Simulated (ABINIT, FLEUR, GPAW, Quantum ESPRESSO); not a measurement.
# Bulk modulus against equilibrium volume of bcc W (space group 229) over programs and functionals

Each row is a third-order Birch-Murnaghan fit to seven to nine volumes of bcc W (space group 229) in one program and functional, each with its own basis, cutoff and mesh; V0 is in Å^3/atom and B0 in GPa. Along one equation of state d ln B/d ln V = -B', so if levels differed mainly by where they put the minimum, ln B0 would fall on a line in ln V0 with a slope near -B0'.

```csv
"program, functional, potentials",ln V0,ln B0,V0 (Å^3/atom),B0 (GPa)
"GPAW, LDA, PAW",2.732,5.819,15.36,336.8
"ABINIT, LDA, PseudoDojo",2.732,5.820,15.36,336.9
"FLEUR, LDA, all-electron",2.735,5.816,15.41,335.6
"Quantum ESPRESSO, LDA, GBRV",2.737,?,15.44,?
"GPAW, PBEsol, PAW",2.752,5.778,15.67,323.1
"ABINIT, PBEsol, PseudoDojo",2.754,5.776,15.70,322.5
"Quantum ESPRESSO, PBEsol, GBRV",2.754,5.783,15.70,324.8
"Quantum ESPRESSO, PBE, PSlibrary PAW",2.776,5.711,16.06,302.3
"GPAW, PBE, PAW",2.780,5.714,16.12,303.2
"ABINIT, PBE, PseudoDojo",2.781,5.713,16.14,302.7
"Quantum ESPRESSO, PBE, GBRV",2.782,5.717,16.15,304.0
"FLEUR, PBE, all-electron",2.783,5.710,16.16,301.7
```

**Question.** Fit ln B0 against ln V0 with a straight line, and predict the withheld value at ln V0 = 2.737.

**Answer.** With u = ln V0 - 2.760, the rows have u = -0.028000, -0.028000, -0.025000, -0.008000, -0.006000, -0.006000, 0.016000, 0.020000, 0.021000, 0.022000, 0.023000. Means: u 9.0909e-5, ln B0 5.7597. About the means, the sum of products is -0.0098967 and the sum of squares of u is 0.0044389; the slope is their ratio. Least squares gives ln B0 = 5.7599 - 2.230·u. Residuals (row less fit): -0.0033, -0.0023, 0.0004, 0.0003, 0.0027, 0.0097, -0.0132, -0.0013, -0.0001, 0.0062, 0.0014; standard error 0.0061 (degrees of freedom: 9). The slope is -2.2; the rows' own B0' run from 4.1 to 4.3, so the line is flatter than -B0': at one and the same volume the levels with the larger V0 are the stiffer ones. At the withheld row, u = -0.023000, so ln B0 = 5.7599 - 2.230 × (-0.023000) = 5.8112. The calculation gives 5.823, 0.0118 above the prediction (10.4 % of the range of ln B0 in the table). The row lies between fitted rows. From the scatter of the fitted rows alone, a prediction at this place has a standard error of 0.0067, so the miss is 1.8 times that.

FLEUR's values depend on its sphere radii, cutoffs and local orbitals, which need not be converged. Spin polarisation is off, and so is spin-orbit coupling; occupations are Fermi-Dirac, smeared by 0.05 eV in metals and 0.01 eV otherwise. Cutoffs and mesh are single choices, not tested for convergence of this quantity. No row is a reference.
